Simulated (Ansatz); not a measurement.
**SiNF (model structure, P3m1, No. 156, 3 atoms in the cell)**

The numbers are results of r²SCAN+rVV10 in Ansatz (PAW), not measurements.

Numerical settings: plane-wave cutoff 560 eV, 12×12×6 k mesh (along the axes of the cell as run), Fermi–Dirac smearing 0.01 eV, scalar-relativistic PAW data made under PBE.

Cell (relaxed at this level):

FNSi is modelled in the trigonal space group P3m1 (No. 156), Pearson symbol hP3. Cell: a = b = 2.895 Å, c = 4.655 Å, α = β = 90.00°, γ = 120.00°. Si on 1a is coordinated by 1 F at 1.601 Å and 3 N at 1.727 Å (tetrahedral). N on 1c sees 3 Si at 1.727 Å. F on 1a is coordinated by 1 Si at 1.601 Å. (Neighbours: up to the widest gap in distance over summed covalent radii, below 1.35, at either atom.)

```yaml
band_gap: 5.59 eV (on the SCF k mesh)
"Γ–Γ gap": 7.41 eV
```

Note: the relaxation could raise the start's symmetry but not lower it, so the cell can be a saddle point.

Computed values are for the static lattice.

Computing time: roughly 3 core-minutes.

A model structure was made by putting elements into a prototype or built by hand; it is no filed structure, need not be a known phase, and can be a saddle point held by its symmetry.

Ansatz is an electronic-structure program.
